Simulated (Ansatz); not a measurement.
## Element substitutions in Bi

Take Bi in the A7 type structure (space group R-3m, No. 166) as the base.

```
CELL_PARAMETERS angstrom
      2.23621     1.29108     3.75972
     -2.23621     1.29108     3.75972
      0.00000    -2.58215     3.75972
ATOMIC_POSITIONS crystal
  Bi 0.23966 0.23966 0.23966
  Bi 0.76034 0.76034 0.76034
```

Each row replaces one element on all its sites; cell and atoms are relaxed.

Calculations: plane-wave PAW DFT at the PBEsol-D3(BJ) level (Ansatz, a first-principles code, 420 eV), scalar-relativistic without spin-orbit coupling.

Problem. Only one of these keeps the space group of the base. Which?
A. Bi → As
B. Bi → Pb
C. Bi → Rh

Solution. A, Bi → As. Computed: Bi → Rh: Pm-3m (No. 221); Bi → Pb: Pm-3m (No. 221); Bi → As: R-3m (No. 166)

No phonon test of stability was made. As relaxed here, Rh and Pb are hypothetical phases, not in the database extracts checked. The final runs are not spin-polarised. Rh has a high density of states at the Fermi level and may be magnetic at this level. The program warned that a D3 coordination switch lies within reach, so dispersion energies are less smooth here.
